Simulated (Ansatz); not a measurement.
Take SiC (space group P6_3mc, No. 186; a = 3.0941 Å, c = 10.1293 Å) as the base.

(Cell as relaxed with PBE.)

Levels (all Ansatz, a program for electronic structure, PAW): PBE (420 eV, without spin-orbit coupling); r2SCAN (500 eV, scalar-relativistic without spin-orbit coupling).

Each level relaxes its own structure.

```
base                        PBE      r2SCAN
-------------------  ----------  ----------
volume per atom        10.50 Å³    10.33 Å³
lattice parameter a  5.847 bohr  5.816 bohr
band gap                2.22 eV     2.60 eV
```

Modification: a hydrostatic pressure of 4.5 GPa.

```csv
quantity,PBE,r2SCAN
band gap,2.23 eV,?
shift of the gap caused by the change,0.00 eV,?
gap character,"indirect, Γ → M",?
smallest direct gap,3.35 eV,?
```

Q: Predict the r2SCAN column.

A: 
- band gap, r2SCAN: 2.61 eV
- shift of the gap caused by the change, r2SCAN: +0.01 eV
- gap character, r2SCAN: indirect, Γ → M
- smallest direct gap, r2SCAN: 3.79 eV

PBE's band gap lies 0.38 eV below r2SCAN's; PBE's smallest direct gap lies 0.44 eV below r2SCAN's; the two agree on the gap character. Neither level is exact; r2SCAN is the comparison here, not a measurement.

Load acts through the strain it causes; cell and atoms are relaxed under it. Stability against distortions was not tested.
